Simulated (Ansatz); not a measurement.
Data:

```yaml
crystal:
  lattice:
    - [5.00476, 0.00000, 0.00000]
    - [0.00000, 5.21946, 0.00000]
    - [0.00000, 0.00000, 5.03269]
  atoms:
    - { symbol: Hf, position: [0.73252, 0.03301, 0.24144] }
    - { symbol: Hf, position: [0.26748, 0.96699, 0.74144] }
    - { symbol: Hf, position: [0.73252, 0.46699, 0.74144] }
    - { symbol: Hf, position: [0.26748, 0.53301, 0.24144] }
    - { symbol: O, position: [0.92865, 0.36787, 0.37927] }
    - { symbol: O, position: [0.07135, 0.63213, 0.87927] }
    - { symbol: O, position: [0.92865, 0.13213, 0.87927] }
    - { symbol: O, position: [0.07135, 0.86787, 0.37927] }
    - { symbol: O, position: [0.53988, 0.73395, 0.49229] }
    - { symbol: O, position: [0.46012, 0.26605, 0.99229] }
    - { symbol: O, position: [0.53988, 0.76605, 0.99229] }
    - { symbol: O, position: [0.46012, 0.23395, 0.49229] }
```

Space group of this cell: Pca2_1. The cell is taken as given; by r2SCAN its mean pressure is 4.0 GPa.

The numbers are results of r2SCAN (plane waves, PAW; Ansatz, a program for electronic structure), not measurements.

The current runs along the normal of the first two printed vectors; no spin-orbit coupling. Scaled by the factor s: all lengths (ions clamped). Meshes 6×6×6 and 6×6 across the current in all rows.

```csv
s,mean pressure (GPa),slowest mid-gap decay constant κ (1/Å)
0.98,23.2,0.413
1.00,4.0,0.401
1.02,-10.8,?
```

Q: Take the slope of the slowest mid-gap decay constant κ against ln s from the two given rows, extrapolate to s = 1.02, and say what the run there gives.

A: Slope = (0.413 − 0.401) / ln 0.98 = -0.594 1/Å. The line gives 0.401 + (-0.594) × ln 1.02 = 0.389 1/Å. The run gives 0.389 1/Å, as the line does.
